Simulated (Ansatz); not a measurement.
We consider AlN (P6₃/mmc, No. 194, 4 atoms in the cell; start mp-13178; a measured phase of this formula has another space group), described by r²SCAN (plane waves, PAW; Ansatz, a program for electronic structure).

Settings: plane-wave cutoff 560 eV, 12×12×8 k mesh (along the axes of the cell as run), Fermi–Dirac smearing 0.01 eV, scalar-relativistic PAW data made under PBE.

The cell is the one relaxed with PBEsol. Conventional cell: a = 3.3016 Å, b = 3.3016 Å, c = 4.1412 Å, α = 90.00°, β = 90.00°, γ = 120.00°.

```xyz
4
Lattice="3.3016 0.0000 0.0000 -1.6508 2.8593 0.0000 0.0000 0.0000 4.1412" Properties=species:S:1:pos:R:3 pbc="T T T"
Al     0.0000     1.9062     3.1059
Al     1.6508     0.9531     1.0353
N      0.0000     1.9062     1.0353
N      1.6508     0.9531     3.1059
```

Question: List the 10 lowest band energies at Γ above −25 eV (eV, relative to the valence band maximum), grouping those that round alike.

Answer: At Γ: -17.76, -14.02, -7.12, -3.45 (×2), -1.68 (×2), 0.00, 3.98, 5.34.

Note: cell and atoms aren't relaxed at this level (pressure -1.5 GPa).

A start named mp-… is a Materials Project structure, which need not be a measured phase.
